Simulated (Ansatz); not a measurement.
The starting structures come from a database of crystals and need not be the phases stable at ambient conditions.

Data:

```xyz
2
Lattice="3.2047 0.0000 0.0000 0.0000 3.2047 0.0000 1.6024 1.6024 2.1981" Properties=species:S:1:pos:R:3 pbc="T T T"
B      0.0000     0.0000     0.0000
P      3.2047     1.6024     1.0990
```

The cell is strained (lengths along the current scaled by 0.97, ions clamped); by r2SCAN it stands under a pressure of 6.0 GPa.

Transport runs along the normal of the first two printed cell vectors, the (001) (indices of the unstrained crystal) plane of the conventional cell.

The gap is the functional's own, uncorrected, and κ follows it; spin-orbit coupling is left out. Mid-gap means the computed energy nearest the middle.

Problem. Compute, with r2SCAN in Ansatz (a first-principles code), the band gap and the smallest decay constant κ at mid-gap.

Solution. Gap 0.88 eV on a 14×14×14 mesh; κ = 0.193 1/Å, at the zone centre.
